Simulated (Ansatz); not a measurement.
## MoS2 (model structure, started from the fluorite type, Fm-3m, No. 225, 3 atoms in the cell)

Level of theory: r²SCAN (Ansatz, a quantum-chemistry and plane-wave program, plane waves, PAW).

Run with plane-wave cutoff 560 eV, 16×16×16 k mesh, Fermi–Dirac smearing 0.05 eV, no spin polarisation, scalar-relativistic PAW data made under PBE.

Cell (relaxed at this level):

```
MoS2
1.0
    0.00000     2.93310     2.93310
    2.93310     0.00000     2.93310
    2.93310     2.93310     0.00000
Mo S
1 2
Direct
  0.00000   0.00000   0.00000
  0.25000   0.25000   0.25000
  0.75000   0.75000   0.75000
```

```json
{
 "bulk_modulus": "142 GPa"
}
```

Note: the run has no spin polarisation, so it can have missed a magnetic state; the bulk modulus is −V dP/dV from two relaxed cells at ±2 % in volume; the relaxation could raise the start's symmetry but not lower it, so the cell can be a saddle point.

Static lattice: no zero-point or thermal effects.

The result took very roughly 70 core-seconds.

A model structure was made by putting elements into a prototype or built by hand; it is no filed structure, need not be a known phase, and can be a saddle point held by its symmetry.
